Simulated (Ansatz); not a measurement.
Ni on the Al site in wurtzite AlN: one set of geometries, relaxed with PBE, evaluated in Ansatz (PAW, plane waves to 420 eV, 500 eV under r2SCAN) with PBE, r2SCAN.

Details: 96-site cell; 2×2×2 shifted k-points; start: the Al site; charged states image-corrected; no Hubbard U; finite-size errors of tenths of an eV; flagged in the runs: a host whose relaxation on this sampling wasn't shown to rest.

| quantity | PBE | r2SCAN |
|---|---|---|
| host gap (eV) | 4.03 | 4.67 |
| ε(+1/0) above the VBM (eV) | 0.20 | not settled |
| ε(0/−1) above the VBM (eV) | 1.95 | 2.00 |
| ε(−1/−2) above the VBM (eV) | 3.46 | 4.13 |
| largest moment on one atom at charge +1 (μB) | 1.05 | 1.27 |
| neutral formation energy against fcc Al, fcc Ni, ferromagnetic (eV) | 5.10 | 4.98 |
| largest moment on one atom at charge 0 (μB) | 1.59 | 1.73 |
| largest moment on one atom at charge −1 (μB) | 1.35 | 1.51 |
| largest moment on one atom at charge −2 (μB) | 0.82 | 0.92 |

PBE narrows the gap by 0.64 eV against r2SCAN, the highest level run, and puts the levels 0.36 eV lower above the valence-band maximum on average.

Ansatz is a first-principles code.
